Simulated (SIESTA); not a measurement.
Input and output of a self-consistent single point for Ag (P6_3/mmc, 2 atoms in the cell) (SIESTA).

Computed with GGA PBEsol, numerical atomic orbitals DZP, PseudoDojo PBEsol standard norm-conserving potentials (rewritten from UPF to PSML) (SIESTA).

```xyz
2
Lattice="2.9300 0.0000 0.0000 -1.4650 2.5375 0.0000 0.0000 0.0000 4.7900" Properties=species:S:1:pos:R:3 pbc="T T T"
Ag     0.0000     1.6916     1.1975
Ag     1.4650     0.8458     3.5925
```

Reference input (self-consistent single point, DFT, GGA PBEsol, numerical atomic orbitals DZP, PseudoDojo PBEsol standard norm-conserving potentials (rewritten from UPF to PSML)): XC.functional = GGA; XC.authors = PBEsol; potentials = PseudoDojo PBEsol standard; PAO.BasisSize = DZP; PAO.EnergyShift = 0.01 Ry; MeshCutoff = 350 Ry; kgrid.MonkhorstPack = 10 10 6; OccupationFunction = FD; ElectronicTemperature = 1160.45 K; MaxSCFIterations = 150; SCF.Mixer.Method = Pulay; SCF.Mixer.Weight = 0.25. This run's input differs from it in these lines:

```diff
@@ -25,3 +25,3 @@
 PAO.EnergyShift              0.01 Ry
-MeshCutoff                   350 Ry
+MeshCutoff                   245 Ry
 %block kgrid.MonkhorstPack
```

Output, abridged:

```
        iscf     Eharris(eV)        E_KS(eV)     FreeEng(eV)     dDmax    Ef(eV) dHmax(eV)
   scf:    1    -8397.513664    -8418.029780    -8418.063052  1.261947 -0.446493 13.684023
   scf:    2    -8432.469732    -8426.716697    -8426.743017  0.739315 -1.750613  4.307248
   scf:    3    -8428.001377    -8427.593055    -8427.614153  0.233646 -2.189062  0.340548
   scf:    4    -8427.572431    -8427.589107    -8427.609692  0.031108 -2.308858  0.377766
   scf:    5    -8427.599092    -8427.596605    -8427.617633  0.029201 -2.300591  0.009646
   scf:    6    -8427.596591    -8427.596599    -8427.617628  0.000198 -2.299701  0.014122
   scf:    7    -8427.596654    -8427.596630    -8427.617640  0.001166 -2.299953  0.000651
   scf:    8    -8427.596631    -8427.596630    -8427.617640  0.000035 -2.300012  0.000052
SCF Convergence by DM+H criterion
max |DM_out - DM_in|         :     0.0000348741
max |H_out - H_in|      (eV) :     0.0000515747
SCF cycle converged after 8 iterations

Using DM_out to compute the final energy and forces

siesta: E_KS(eV) =            -8427.5966

siesta: E_KS - E_eggbox =     -8427.5966

siesta: Atomic forces (eV/Ang):
     1    0.000056   -0.000033   -0.000000
     2   -0.000056    0.000033    0.000000
   Tot    0.000000    0.000000    0.000000
   Max    0.000056
   Res    0.000038    sqrt( Sum f_i^2 / 3N )
   Max    0.000056    constrained

Stress tensor Voigt[x,y,z,yz,xz,xy] (kbar):       68.52       69.17       85.15       -0.00        0.00        0.57
(Free)E + p*V (eV/cell)    -8429.2687
Target enthalpy (eV/cell)    -8427.6176

siesta: Program's energy decomposition (eV):
siesta: FreeEng =     -8427.617640

   [... lines left out ...]
siesta:     0.042766    0.000353   -0.000000
siesta:     0.000353    0.043173   -0.000000
siesta:     0.000000   -0.000000    0.053143

siesta: Cell volume =         35.612406 Ang**3

siesta: Pressure (static):
siesta:                Solid            Molecule  Units
siesta:          -0.00050493         -0.00050492  Ry/Bohr**3
siesta:          -0.04636062         -0.04635958  eV/Ang**3
siesta:         -74.27789737        -74.27624366  kBar
```

The run converged in 8 iterations. Against the reference run the free energy goes down by 3.7 meV/atom and the pressure moves little (-7.46 to -7.43 GPa).

The starting cell comes from a database of published, mostly measured structures (it also holds non-ambient and calculated ones), without a prior relaxation at this level. Values carry the incompleteness of an atom-centred basis.
